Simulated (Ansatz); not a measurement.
Where the default PAW files enter, the runs use the earlier of Ansatz's two default sets.

Input:

```
CELL_PARAMETERS angstrom
      3.80895     0.00000     0.00000
     -1.90448     3.29865     0.00000
      0.00000     0.00000    12.45260
ATOMIC_POSITIONS crystal
  Zn 0.66667 0.33333 0.74993
  Zn 0.33333 0.66667 0.24993
  Zn 0.00000 0.00000 0.50000
  Zn 0.00000 0.00000 0.00000
  S  0.66667 0.33333 0.93773
  S  0.33333 0.66667 0.43773
  S  0.00000 0.00000 0.68734
  S  0.00000 0.00000 0.18734
```

Space group of this cell: P6_3mc. The cell is taken as given.

Computed with r2SCAN (plane waves, PAW; Ansatz, a first-principles code).

The current runs along the normal of the first two printed vectors; no spin-orbit coupling. Scaled by the factor s: both lengths across the current (ions clamped). Meshes 12×12×4 and 12×12 across the current in all rows.

| s | mean pressure (GPa) | band gap (eV) |
|---|---|---|
| 0.98 | 3.6 | ? |
| 1.00 | 0.1 | 2.75 |
| 1.02 | -2.7 | 2.56 |

Q: Take the slope of the band gap against ln s from the two given rows, extrapolate to s = 0.98, and say what the run there gives.

A: Slope = (2.56 − 2.75) / ln 1.02 = -9.59 eV. The line gives 2.75 + (-9.59) × ln 0.98 = 2.94 eV. The run gives 2.89 eV, 0.05 eV under the line, 28 % of the predicted step.
